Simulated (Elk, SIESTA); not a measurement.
An Elk input for a self-consistent single point of GaN (Fm-3m, 2 atoms in the cell) (DFT, PBEsol, all-electron FP-LAPW, Elk's shipped species files, APW+lo basis with extra local orbitals):

```
tasks
  0

xctype
  22

tforce
  .true.

rgkmax
  7.5

gmaxvr
  18.0

lmaxapw
  10

lmaxo
  8

nxlo
  2

lorbcnd
  .true.

lradstp
  2

nrmtscf
  2.0

lmaxi
  4

swidth
  0.00183747

maxscl
  100

avec
    0.0000000000    4.0350093617    4.0350093617
    4.0350093617    0.0000000000    4.0350093617
    4.0350093617    4.0350093617    0.0000000000

sppath
  './'

atoms
  2
  'Ga.in'
  1
  0.0000000000  0.0000000000  0.0000000000    0.0 0.0 0.0
  'N.in'
  1
  0.5000000000  0.5000000000  0.5000000000    0.0 0.0 0.0

ngridk
  9 9 9
```

Give the SIESTA input for the same structure, mesh, smearing and functional.

This is the input that was run; spellings and numerical settings could be chosen otherwise.

```
# files in the folder: Ga.psml N.psml (PseudoDojo PBEsol standard)
SystemName  GaN
SystemLabel gan

NumberOfAtoms                2
NumberOfSpecies              2
%block ChemicalSpeciesLabel
  1 31 Ga
  2 7 N
%endblock ChemicalSpeciesLabel
LatticeConstant              1.0 Ang
%block LatticeVectors
     0.000000000    2.135235000    2.135235000
     2.135235000    0.000000000    2.135235000
     2.135235000    2.135235000    0.000000000
%endblock LatticeVectors
AtomicCoordinatesFormat      Ang
%block AtomicCoordinatesAndAtomicSpecies
     0.000000000    0.000000000    0.000000000  1
     2.135235000    2.135235000    2.135235000  2
%endblock AtomicCoordinatesAndAtomicSpecies

XC.functional                GGA
XC.authors                   PBEsol
PAO.BasisSize                DZP
PAO.EnergyShift              0.01 Ry
MeshCutoff                   300 Ry
%block kgrid.MonkhorstPack
    9   0   0  0.0
    0   9   0  0.0
    0   0   9  0.0
%endblock kgrid.MonkhorstPack
OccupationFunction           FD
ElectronicTemperature        580.23 K

MaxSCFIterations             150
SCF.Mixer.Method             Broyden
SCF.Mixer.Weight             0.1
SCF.Mixer.History            6
SCF.DM.Tolerance             1.0E-05
Diag.ParallelOverK           true
WriteForces                  true
```

Basis, cutoffs, solver keys and any potentials are the target program's own. This input uses DFT, GGA PBEsol, numerical atomic orbitals DZP, PseudoDojo PBEsol standard norm-conserving potentials (rewritten from UPF to PSML). Both were run: gap on the mesh 0.590 eV in Elk and 0.459 in SIESTA.

On Elk: the starting cell comes from a database of computed structures (which also holds hypothetical and non-ambient phases and stackings), without a prior relaxation at this level. Values depend on the basis (sphere radii, cutoffs, local orbitals), which need not be converged.

On SIESTA: the starting cell comes from a database of computed structures (which also holds hypothetical and non-ambient phases and stackings), without a prior relaxation at this level. Values carry the incompleteness of an atom-centred basis. With a pressure of about -5 GPa the cell is away from its equilibrium volume at this level. Another mesh or the band path of this cell gives a smaller gap, so this value is not converged in the mesh.
